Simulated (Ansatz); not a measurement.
**Hypothetical R3c YTaN3: response to strain**

Start from YTaN₃ (space group R3c, No. 161; a hypothetical phase, not in the database extracts checked).

```
CELL_PARAMETERS angstrom
      2.79635     1.61447     4.65052
     -2.79635     1.61447     4.65052
      0.00000    -3.22895     4.65052
ATOMIC_POSITIONS crystal
  Y  0.73039 0.73039 0.73039
  Y  0.23039 0.23039 0.23039
  Ta 0.49974 0.49974 0.49974
  Ta 0.99974 0.99974 0.99974
  N  0.66686 0.27347 0.84786
  N  0.84786 0.66686 0.27347
  N  0.27347 0.84786 0.66686
  N  0.34786 0.77347 0.16686
  N  0.77347 0.16686 0.34786
  N  0.16686 0.34786 0.77347
```

Cartesian axes are those of the cell as printed.

Strains are applied to the cell and any free atomic positions relax; under biaxial strain the out-of-plane vector relaxes too; under stress the whole cell relaxes.

Calculations: PBEsol (Ansatz, a program for electronic structure, PAW, spin-orbit coupling left out).

Notes on the quantities. energy relative to the base: free energy F.

| case | energy relative to the base | volume per atom |
|---|---|---|
| base | 0 meV/atom | 12.60 Å³ |
| biaxial strain −1.38 %, plane normal [001], relaxed out of plane | +4.9 meV/atom | 12.50 Å³ |
| isotropic strain −0.26 % | +0.5 meV/atom | 12.50 Å³ |
| uniaxial stress, 5 GPa tension along z | [?] | [?] |

Problem. Complete the table.

Solution. 
- uniaxial stress, 5 GPa tension along z, energy relative to the base: +7.4 meV/atom
- uniaxial stress, 5 GPa tension along z, volume per atom: 12.83 Å³

Without a gap, meshes like the base's 10×10×10 leave anisotropic stresses uncertain by several tenths of a GPa, and small strain energies with them. Stability under load was not tested beyond the relaxation. The final runs are not spin-polarised.
